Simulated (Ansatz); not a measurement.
**Hypothetical R3m MgInGaO4, pressure series**

The parent structure is MgInGaO4 (space group R3m, No. 160; a = 3.3437 Å, c = 25.2994 Å (hexagonal axes); a hypothetical phase, not in the database extracts checked).

Cell and atoms are relaxed at each pressure.

Level of theory: PBEsol in Ansatz (plane waves to 420 eV, PAW, no spin-orbit coupling).

```json
[
 {"case": "base", "volume per atom": "11.67 Å³", "smallest direct gap": "2.21 eV"},
 {"case": "pressure 0.3 GPa", "volume per atom": "11.64 Å³", "smallest direct gap": "2.22 eV"},
 {"case": "pressure 1.5 GPa", "volume per atom": "11.56 Å³", "smallest direct gap": "2.27 eV"},
 {"case": "pressure 3 GPa", "volume per atom": "11.46 Å³", "smallest direct gap": "2.32 eV"}
]
```

Load acts through the strain it causes; cell and atoms are relaxed under it. Stability against distortions was not tested.

Ansatz is a first-principles code.
